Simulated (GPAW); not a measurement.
# A self-consistent single point of Br (Cmce, 4 atoms in the cell) with GPAW

Method of the run: PBE, GPAW PAW datasets PBE (gpaw-data 1.0.1) (plane waves; GPAW).

Input as run:

```python
from ase import Atoms
from ase.units import GPa
from gpaw import GPAW, PW, FermiDirac

atoms = Atoms(['Br', 'Br', 'Br', 'Br'],
              cell=[[2.288832, -3.407703, 0.000000],
                    [2.288832, 3.407703, 0.000000],
                    [0.000000, 0.000000, 8.910096]],
              positions=[[3.941369, 0.000000, 7.921075],
                         [2.925127, 0.000000, 3.466027],
                         [1.652537, 0.000000, 5.444069],
                         [0.636295, -0.000000, 0.989021]],
              pbc=True)

calc = GPAW(mode=PW(550),
            xc='PBE',
            kpts={'size': (5, 5, 2), 'gamma': True},
            occupations=FermiDirac(0.02),
            nbands=-8,
            convergence={'bands': -6},
            symmetry={'symmorphic': False, 'tolerance': 0.0005},
            maxiter=120)

atoms.calc = calc

energy = atoms.get_potential_energy()
print('Energy (eV):', round(energy, 6))
forces = atoms.get_forces()
print('Forces (eV/Ang):')
print(forces.round(5))
stress = atoms.get_stress()
print('Stress (GPa, Voigt):', (stress / GPa).round(4))
```

Log, with long lists cut:

```
Input parameters:
  convergence: {bands: -6}
  kpts: {gamma: True,
         size: (5, 5, 2)}
  maxiter: 120
  mode: {ecut: 550.0,
         name: pw}
  nbands: -8
  occupations: {fixmagmom: False,
                name: fermi-dirac,
                width: 0.02}
  symmetry: {symmorphic: False,
             tolerance: 0.0005}
  xc: PBE

species:
  Br:
    name: Bromine
    Z: 35.0
    valence: 7
    core: 28
    charge: 0.0
    file: Br.PBE.gz

    # Using partial waves for Br as LCAO basis

Reference energy: -283608.990917  # eV

Spin-paired calculation

Convergence criteria:
 Maximum [total energy] change in last 3 cyles: 0.0005 eV / valence electron
 Maximum integral of absolute [dens]ity change: 0.0001 electrons / valence electron
 Maximum integral of absolute [eigenst]ate change: 4e-08 eV^2 / valence electron
 Maximum number of scf [iter]ations: 120

Symmetries present (total): 8
Symmetries with fractional translations: 4
50 k-points: 5 x 5 x 2 Monkhorst-Pack grid + [0.000000,0.000000,1/4]
18 k-points in the irreducible part of the Brillouin zone
       k-points in crystal coordinates                weights
   0:     0.00000000    0.00000000    0.00000000          1/50
   1:     0.00000000    0.00000000    0.50000000          1/50
   2:     0.20000000   -0.20000000    0.00000000          2/50
   [... 7 lines left out ...]
          ...
  17:     0.40000000    0.40000000    0.50000000          2/50

Wave functions: Plane wave expansion
  Cutoff energy: 550.000 eV
  Number of coefficients (min, max): 4034, 4108
  Pulay-stress correction: 0.000000 eV/Ang^3 (de/decut=0.000000)

Occupation numbers: Fermi-Dirac:
  width: 0.0200  # eV

Eigensolver

Densities:
  Coarse grid: 24*24*50 grid
  Fine grid: 48*48*100 grid
  Total Charge: 0.000000

Density mixing:
  Method: separate
  Backend: pulay
  Linear mixing parameter: 0.05
  old densities: 5
  Damping of long wavelength oscillations: 50

Hamiltonian:
  XC and Coulomb potentials evaluated on a 48*48*100 grid
  External potential:
    NoExternalPotential

XC parameters: PBE with 2 nearest neighbor stencil

Number of atoms: 4
Number of atomic orbitals: 16
Number of bands in calculation: 22
Number of valence electrons: 28
Bands to converge: 16

Density initialized from atomic densities
  16 bands from LCAO basis set
  6 bands from random numbers

Atomic positions and initial magnetic moments

Positions:
   0 Br     3.941369    0.000000    7.921075    ( 0.0000,  0.0000,  0.0000)
   1 Br     2.925127    0.000000    3.466027    ( 0.0000,  0.0000,  0.0000)
   2 Br     1.652537    0.000000    5.444069    ( 0.0000,  0.0000,  0.0000)
   3 Br     0.636295   -0.000000    0.989021    ( 0.0000,  0.0000,  0.0000)

Unit cell:
           periodic     x           y           z      points  spacing
  1. axis:    yes    2.288832   -3.407703    0.000000    24     0.1583
  2. axis:    yes    2.288832    3.407703    0.000000    24     0.1583
  3. axis:    yes    0.000000    0.000000    8.910096    50     0.1782

  Lengths:   4.105020   4.105020   8.910096
  Angles:   90.000000  90.000000 112.224314

Effective grid spacing dv^(1/3) = 0.1690

     iter     time        total  log10-change:
                         energy   eigst   dens
iter:   1 --:--:--    -6.732608   -0.47
iter:   2 --:--:--    -6.682678   -2.16  -1.07
iter:   3 --:--:--    -6.290624   -1.99  -1.10
iter:   4 --:--:--    -6.291946   -3.07  -1.82
iter:   5 --:--:--    -6.286827c  -3.17  -2.06
iter:   6 --:--:--    -6.286107c  -3.62  -2.16
iter:   7 --:--:--    -6.284751c  -4.31  -2.34
iter:   8 --:--:--    -6.284461c  -4.64  -2.80
iter:   9 --:--:--    -6.284434c  -5.08  -3.08
iter:  10 --:--:--    -6.284381c  -5.88  -3.15
iter:  11 --:--:--    -6.284381c  -7.58c -3.99
iter:  12 --:--:--    -6.284383c  -7.41c -4.00c

Converged after 12 iterations.

Dipole moment: (-0.000000, -0.000000, 0.000000) |e|*Ang

Energy contributions relative to reference atoms: (reference = -283608.990917)

Kinetic:         +8.344894
Potential:       -7.695926
External:        +0.000000
XC:              -6.944550
Entropy (-ST):   -0.000000
Local:           +0.011199
SIC:             +0.000000
--------------------------
Free energy:     -6.284383
Extrapolated:    -6.284383

Showing only first 2 kpts
 Kpt  Band  Eigenvalues  Occupancy
  0    12      0.21098    2.00000
  0    13      0.23532    2.00000
  0    14      1.82662    0.00000
  0    15      2.61890    0.00000

  1    12      0.22388    2.00000
  1    13      0.22388    2.00000
  1    14      2.11305    0.00000
  1    15      2.11305    0.00000

Fermi level: 1.14375

Gap: 1.591 eV
Transition (v -> c):
  (s=0, k=0, n=13, [0.00, 0.00, 0.00]) -> (s=0, k=0, n=14, [0.00, 0.00, 0.00])
No difference between direct/indirect transitions
Energy (eV): -6.284383

Forces in eV/Ang:
  0 Br   -0.02191    0.00000   -0.22735
  1 Br    0.02191    0.00000   -0.22735
  2 Br   -0.02191    0.00000    0.22735
  3 Br    0.02191    0.00000    0.22735

Stress tensor:
     0.000838     0.000000     0.000000
     0.000000    -0.006810     0.000000
     0.000000     0.000000     0.001683
Stress (GPa, Voigt): [ 0.1342 -1.0911  0.2697  0.      0.      0.    ]
```

The run converged in 12 iterations. GPAW prints stress with tension positive.

The starting cell has typed, rounded lattice constants, without a prior relaxation at this level. Its lattice was rescaled by a random factor within 2.5 % of one.
